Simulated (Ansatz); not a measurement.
The starting structures come from a database of crystals and need not be the phases stable at ambient conditions.

By PBEsol, the system below comes out a metal.

Data:

```yaml
crystal:
  lattice:
    - [3.16114, 0.00000, 0.00000]
    - [0.00000, 4.47053, 0.00000]
    - [1.58057, 2.23527, 1.58057]
  atoms:
    - { symbol: Hf, position: [0.00000, 0.00000, 0.00000] }
```

Space group of this cell: Fm-3m, fcc (Cu type). The cell is taken as given; by PBEsol its mean pressure is -3.6 GPa.

All values below come from PBEsol (plane waves, PAW; Ansatz, a program for electronic structure).

The current runs along the normal of the first two printed vectors; no spin-orbit coupling. Scaled by the factor s: all lengths (ions clamped). The meshes follow the cell: 36×36×36 and 30×22 across at s = 0.98, 36×36×36 and 30×22 across at s = 1.00, 36×36×36 and 28×20 across at s = 1.02.

```
s     mean pressure (GPa)  ballistic conductance per area (both spins) (× 10¹⁵ S/m²)
----  -------------------  ---------------------------------------------------------
0.98                  2.9                                                          ?
1.00                 -3.6                                                       1.22
1.02                 -8.7                                                       1.13
```

Take the slope of the ballistic conductance per area (both spins) against ln s from the two given rows, extrapolate to s = 0.98, and say what the run there gives.

Slope = (1.13 − 1.22) / ln 1.02 = -4.54 × 10¹⁵ S/m². The line gives 1.22 + (-4.54) × ln 0.98 = 1.31 × 10¹⁵ S/m². The run gives 1.31 × 10¹⁵ S/m², as the line does.
